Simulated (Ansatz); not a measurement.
Input and output of a relaxation of cell and atoms for Lu2AlSi2 (P1, 5 atoms in the cell) (Ansatz, an electronic-structure program).

Level of theory: LDA (PW92), PAW files made with PBE (plane waves; Ansatz).

```
Lu2AlSi2
1.0
   -2.01198     2.79007     4.21717
    2.01198    -2.79007     4.21717
    2.01198     2.79007    -4.21717
Lu Al Si
2 1 2
Direct
  0.68858   0.19589   0.49175
  0.28978   0.82297   0.51510
  0.00183   0.98078   0.99230
  0.29033   0.49788   0.78791
  0.72948   0.50249   0.21294
```

Reference input (self-consistent single point, DFT, LDA (PW92), plane waves, PAW files made with PBE): kpoints.mp_grid.grid = 4 5 5; hamiltonian.xc = lda; hamiltonian.pseudopotentials = {kind: paw} (the program's default PAW files); scf.occupations.method = gaussian; scf.occupations.width = 0.0037 Ry. This run's input differs from it in these lines:

```diff
@@ -18,2 +18,4 @@
   occupations: { method: gaussian, width: 0.0037 Ry }
+relax:
+  cell: {}
 output:
```

Output, abridged:

```
   [... SCF lines of the steps left out ...]
relax step   1: F+E_penalty+E_count = -30720.64678044 eV  Δ(F+E_penalty+E_count) = +0.000e0 eV  max|allowed force component| = 1.197e0 eV/Å  Δτ_max = 0.0000 Å  P = -4.243 GPa  Ω = 94.693 Å³  (11 SCF iters, dr2 threshold 1.00e-7 eV, accepted)
relax step   2: F+E_penalty+E_count = -30720.85610190 eV  Δ(F+E_penalty+E_count) = -2.093e-1 eV  max|allowed force component| = 1.056e0 eV/Å  Δτ_max = 0.1950 Å  P = +1.552 GPa  Ω = 88.994 Å³  energy of the carried Pulay correction = +1.304e-3 eV  [...]
   [... lines left out ...]
relax step   7: F+E_penalty+E_count = -30720.93343514 eV  Δ(F+E_penalty+E_count) = -9.096e-5 eV  max|allowed force component| = 4.525e-3 eV/Å  Δτ_max = 0.0016 Å  P = -0.003 GPa  Ω = 89.997 Å³  energy of the carried Pulay correction = +1.069e-3 eV  [...]
relax step   8: F+E_penalty+E_count = -30720.93254005 eV  Δ(F+E_penalty+E_count) = +8.951e-4 eV  max|allowed force component| = 4.443e-3 eV/Å  Δτ_max = 0.0000 Å  P = -0.013 GPa  Ω = 89.997 Å³  stress off target by 2.21e-2 GPa  SCF on the basis [...]
basis re-selected at this cell: Δ(F+E_penalty+E_count) = +8.951e-4 eV, ΔP = -0.010 GPa vs the last step
Free energy (F): -30720.932540 eV
Internal energy: -30720.930965 eV  (E = F + TS)
E sigma→0 (E₀):  -30720.931753 eV
Entropy (-TS):   -0.001575 eV (-0.315 meV/atom)
Fermi energy:    13.168857 eV
--- Forces (eV/Å), atoms counted from 1 ---
  atom   1  Lu     0.00080748    -0.00126938    -0.00315986
  atom   2  Lu     0.00188555    -0.00034060     0.00280953
  atom   3  Al     0.00128285    -0.00027362     0.00201242
  atom   4  Si     0.00036511    -0.00054541     0.00278047
  atom   5  Si    -0.00434106     0.00242896    -0.00444263
--- Stress (GPa, compression-positive) ---
   [... lines left out ...]
  cell:  # Å, volume = 89.9973 Å³
   [... lines left out ...]
    - { symbol: Lu, position: [0.29325634975806103, 0.7900428897566039, 0.5045183062805187] }
    - { symbol: Al, position: [-6.29952345704141e-5, -7.75097323883152e-5, -1.2489201242228738e-5] }
    - { symbol: Si, position: [0.2876815650818049, 0.49959269790267385, 0.7885851153230008] }
    - { symbol: Si, position: [0.7123243516990483, 0.5005217067653556, 0.21144381656852848] }
```

The run converged. 

Summary of the result:
```
Quantity                                                                                                                  Value
-----------------------------------------------  ------------------------------------------------------------------------------
Free energy E − TS (on the zero of these files)                                                                  -30720.9325 eV
Fermi level (on the code's own zero)                                                                                   13.17 eV
Pressure                                                                                                              -0.01 GPa
Largest force (vector length)                                                                                        0.007 eV/Å
Final cell                                       a = 5.3189 Å, b = 5.3559 Å, c = 5.3544 Å, α = 136.86°, β = 117.13°, γ = 79.41°
Final volume per atom                                                                                                  18.00 Å³
Relaxation steps                                                                                                              8
```

The starting cell comes from a database of computed structures (which also holds hypothetical and non-ambient phases and stackings), without a prior relaxation at this level. Its atoms were displaced at random from the sites of space group no. 71. Ansatz's pressure includes its estimate of the finite-basis (Pulay) stress.

Cost on one core of a shared machine: roughly 2 min.

Keys are those of Ansatz 0.2.
